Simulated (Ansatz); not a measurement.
The parent structure is TiO$_{2}$ in the rutile structure (space group P4_2/mnm, No. 136; a = 4.597 Å, c = 2.954 Å).

One thing is altered: the cell is scaled by 0.9757 in all directions, atoms relaxed at fixed cell.

Computed with Kohn–Sham DFT with the r2SCAN functional, run in Ansatz (a first-principles code) with PAW and 500 eV plane waves, spin-orbit coupling left out, earlier PAW set.

Base, band edges from the VBM (valence, conduction): A -0.70, 2.95; M -1.10, 2.26; R -1.08, 2.28; X -0.76, 2.91; Z -1.47, 3.31; Γ 0.00, 2.22 eV.

Q: Give the band edges at the high-symmetry points of the new zone, measured from its valence-band maximum.

A: 
| point | valence edge (eV) | conduction edge (eV) |
|---|---|---|
| Γ | 0.00 | 2.34 |
| X | -0.84 | 3.10 |
| M | -1.19 | 2.37 |
| Z | -1.54 | 3.64 |
| R | -1.21 | 2.42 |
| A | -0.71 | 3.21 |

The gap is 2.34 eV, direct at Γ.

The cells carry an imposed strain or load. Stability against distortions was not tested. The final runs are not spin-polarised.
